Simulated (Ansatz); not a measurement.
The starting structures come from a database of crystals and need not be the phases stable at ambient conditions.

 Where the default PAW files enter, the runs use the earlier of Ansatz's two default sets.

By PBEsol, the system below comes out a metal.

Without scattering a metal conducts by its projected Fermi surface.

Here is the system:

```xyz
9
Lattice="7.2422 0.0000 0.0000 1.4317 7.0993 0.0000 3.3685 2.7570 2.3340" Properties=species:S:1:pos:R:3 pbc="T T T"
Ta     3.1848     2.6066     0.2016
Ta     8.8576     7.2496     2.1324
Ta     6.5516     7.3398     0.2036
Ta     5.4908     2.5165     2.1303
Ta     1.2480     4.9713     0.2036
Ta     3.5523     4.8850     2.1303
N      5.0528     6.1113     1.1670
N      6.9896     3.7449     1.1670
N      0.0000     0.0000     0.0000
```

Space group of this cell: P-31m. The cell is taken as given; by PBEsol its mean pressure is -5.3 GPa.

The current flows along the normal of the first two printed cell vectors, the (111) plane of the conventional cell. No spin-orbit coupling; the value is a mean over 0.1 eV about the Fermi level.

Problem. Estimate the ballistic conductance per area that PBEsol in Ansatz (a first-principles code) returns for this system.

Solution. 0.45 × 10¹⁵ S/m² for both spins.
